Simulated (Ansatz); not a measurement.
**Computed paths: Mg-vacancy pair in fcc Al, neutral cell**

System: Mg-vacancy pair (Mg on one host Al site, one Al site vacant) in fcc Al (neutral cell). The numbers are results of PBE, PAW (plane waves to 420 eV; Ansatz, a first-principles code), not measurements.

Cell of 32 host sites held at the relaxed PBE lattice; a 3×3×3 k-point mesh shifted by half a step; Fermi-Dirac width 0.10 eV, spin-restricted; finite-size errors left in. Static, classical nuclei. Forms of the defect that were not tried may lie lower.

Barriers: single points on a 5×5×5 k-point mesh shifted by half a step at the bands' geometries.

| Route | Start site over the lowest site run (eV) | Hop (Å) | Forward barrier (eV) | Backward barrier (eV) | Neighbours at the start | Neighbours at the saddle | Saddle order | Forward, on the band's own sampling (eV) |
|---|---|---|---|---|---|---|---|---|
| the Mg atom itself jumps into the vacancy (Mg-vacancy distance between ideal sites 2.86 Å throughout) | 0.00 | 2.61 | 0.45 | 0.45 | 4 Al at 2.86, 2 Al at 2.89, 4 Al at 2.94, Al at 2.99 Å | 4 Al at 2.71, 4 Al at 3.15 Å | not checked, on a symmetry element | 0.45 |

Paths come from CI-NEB runs.  A band can be held on a symmetry element, so unchecked saddle points there may be too high.

The whole set of runs took around 0.4 core-hours (rough).
